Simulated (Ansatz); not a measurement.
An Ansatz (an electronic-structure program) input (DFT with LDA, PAW potentials and a 420 eV plane-wave cutoff in Ansatz, no spin-orbit coupling):

Ansatz 0.2 input:
```yaml
crystal:
  lattice:
    - [4.6546032217, 0, 0]
    - [2.3273016109, 4.0310046346, 0]
    - [2.3273016109, -1.3436682115, 3.7068296563]
  atoms:
    - { symbol: Sn, position: [0, 0, 0] }
    - { symbol: Sn, position: [0.5, 0.25, 0.75] }
basis: { ecutwfc: 420, ecutrho_ratio: 4, xc_grid: 2, fft_grid_basis: typed }
kpoints: { mp_grid: { grid: [16, 16, 16] } }
hamiltonian:
  xc: lda
  dispersion: none
  pseudopotentials: { kind: paw }
scf: { occupations: { method: fermi_dirac, width: 0.1 } }
relax: { f_tol: 0.005, max_steps: 50, cell: { stress_tol: 0.01, fix: [a, b, gamma] } }
output: { forces: true, stress: true }
checkpoint: { write: state.ck, write_every: 1000 }
```

Problem. Which symmetry and how many k-points will the program report, and about how many plane waves at Γ?

Solution. Space group R-3m (ITA 166) with 12 operations, k-points 417 of 4096, and 1363 plane waves at Γ.

Problem. And the final pressure?

Solution. -0.97 GPa (compression positive).

The cells carry an imposed strain or load. Stability against distortions was not tested. The cell was made from Sn in the diamond structure (space group Fd-3m, No. 227) by this change: biaxial strain +1.67 %, plane normal [111], relaxed out of plane.
